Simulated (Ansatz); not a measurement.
## Point defect H interstitial started at a bond centre in 4H silicon carbide

Computed with PBE, PAW (plane waves to 420 eV; Ansatz, a first-principles code). The supercell holds 96 host sites (3×2×1 repeats of the unit cell), with a 2×2×2 shifted k-point sampling for the final energies. Site at the start: bond centre of Si(k) and C(k), 1.90 Å. Energies of charged states are corrected for periodic images (point charge plus alignment at distant sites). Dielectric constants: PBE linear response of the host. Host gap at this level: 2.23 eV. A cell of this size leaves errors of a few tenths of an eV. Levels are measured in PBE's own, too narrow, gap. Spin–orbit coupling is left out. Each state is the lowest found from its start.

Formation energies E_f are given with the Fermi level at the valence-band maximum. Chemical conditions: C-rich (Δμ(H) = -0.32 eV, bounded by CH4 molecule; only phases computed here count, gases as isolated molecules at 0 K); Si-rich (Δμ(H) = -0.22 eV, bounded by CH4 molecule; only phases computed here count, gases as isolated molecules at 0 K). Reference phases: H: H2 molecule in a box.

The name describes the start; the neighbours show where the added atom ended.

| charge | moment (μB) | largest move off a lattice site (Å) | neighbours of the added atom at the end (Å) | image correction with alignment (eV) | E_f, C-rich (eV) | E_f, Si-rich (eV) |
|---|---|---|---|---|---|---|
| +1 | not spin-polarised | 0.18 | C 1.12, Si 1.79, Si 2.05, C 2.07, Si 2.12, C 2.34, C 2.41 | 0.21 | 1.44 | 1.34 |
| 0* | quenched | 0.17 | C 1.14, Si 1.81, Si 1.81, C 2.16, C 2.17, Si 2.39, Si 2.44 | – | – | – |
| −1 | not spin-polarised | 0.11 | Si 1.78, Si 1.78, Si 1.78 | 0.16 | 3.85 | 3.75 |

* At this level the carrier isn't localised at the defect: at charge 0 electrons occupy the conduction band. Such a state is shallow or no state of the defect, and this cell gives it no level.

Starting moments that weren't kept: charge 0 began with 1 μB and ended with 0.0.

No other site or start that was run ended lower by more than 0.1 eV.

Flagged in the runs: a host whose relaxation on this sampling wasn't shown to rest.
